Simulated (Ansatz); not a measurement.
PdCl2 (within 0.1 Å of Pnnm, No. 58, 6 atoms in the cell; start mp-1018888)

All values below come from PBEsol (Ansatz, an electronic-structure program, plane waves, PAW).

Settings: plane-wave cutoff 500 eV, 10×12×4 k mesh (along the axes of the cell as run), gaussian smearing 0.02 eV, scalar-relativistic PAW data made under PBE.

Cell (relaxed at this level):

```xyz
6
Lattice="3.8127 0.0000 0.1074 0.0000 3.3602 0.0000 -0.3125 0.0000 11.3460" Properties=species:S:1:pos:R:3 pbc="T T T"
Pd     0.0000     1.6801     0.0000
Pd     1.7501     0.0000     5.7267
Cl     1.3130     1.6801     4.2290
Cl     2.1871     1.6801     7.2245
Cl     0.2077     0.0000     9.8751
Cl     3.2924     0.0000     1.5783
```

* **band gap**: 0.70 eV (on the SCF k mesh)

Note: the cell has widely spaced layers and the level no dispersion term, so their spacing and the moduli can rest on weak binding.

Spin–orbit coupling is not included.

Static lattice: no zero-point or thermal effects.

Cost on a shared machine: around 9 core-minutes (rough).

A start named mp-… is a Materials Project structure, which need not be a measured phase.
